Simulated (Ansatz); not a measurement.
## Effect of O on a Zn site (antisite) on ZnO

The reference is a 24-atom supercell of ZnO in the wurtzite structure (space group P6_3mc, No. 186; a = 3.231 Å, c = 5.216 Å) at its relaxed geometry.

Perturbation: one Zn atom is replaced by O, atoms relaxed at fixed cell, starting from a slightly rattled geometry.

Method: plane-wave PAW DFT at the PBEsol level (Ansatz, a quantum-chemistry and plane-wave program, 420 eV), no spin-orbit coupling, earlier PAW set. Settings: 4×4×4 k-points, 0.01 eV Fermi–Dirac smearing.

```json
[
 {"quantity": "gap of the supercell", "base": "0.70 eV", "changed": "0.48 eV", "shift": "-0.22 eV"},
 {"quantity": "total moment of the cell", "base": "–", "changed": "2.0 μB", "shift": "–"},
 {"quantity": "largest displacement of a host atom from its site in the perfect cell", "base": "–", "changed": "0.35 Å", "shift": "–"},
 {"quantity": "shift of the substituted atom off its lattice site", "base": "–", "changed": "0.58 Å", "shift": "–"}
]
```

Final structure:

```xyz
24
Lattice="4.8463 -2.7980 -5.2158 3.2308 5.5960 0.0000 1.6154 -2.7980 5.2158" Properties=species:S:1:pos:R:3 pbc="T T T"
O      2.0911     1.1381     0.2008
Zn     6.4269    -1.9154     0.0106
Zn     4.9858     0.8551    -0.0859
Zn     3.2331     3.9826    -0.0916
Zn     8.0798     0.9504     0.0017
Zn     3.2172    -1.8798     0.0176
Zn     4.8217    -0.9560    -2.6252
Zn     4.8248    -0.9368     2.5923
Zn     3.1767     1.8667     2.7664
Zn     6.4428     1.8828    -2.6400
Zn     6.4897     1.8995     2.6257
Zn     1.6199    -0.9561     2.6511
O      6.4232    -1.8789    -1.9659
O      4.8324     0.9458    -1.9994
O      4.8262     0.9496     3.1966
O      8.0248     0.9278    -1.9741
O      3.2149    -1.8874    -1.9538
O      3.2463    -1.8567     3.1273
O      6.3116    -3.6712     0.6965
O      4.8211    -0.9160     0.6124
O      3.1485     1.7981     0.6078
O      8.0348    -0.9419     0.5999
O      6.4495     1.8245     0.6465
O      1.5864    -1.2579     0.7592
```

Other magnetic orders, which the real material may have, were not ruled out. In so small a cell the defect repeats every few ångströms: this is an ordered compound, not a dilute defect. The defect cell is spin-polarised and ends with 2.0 μB.
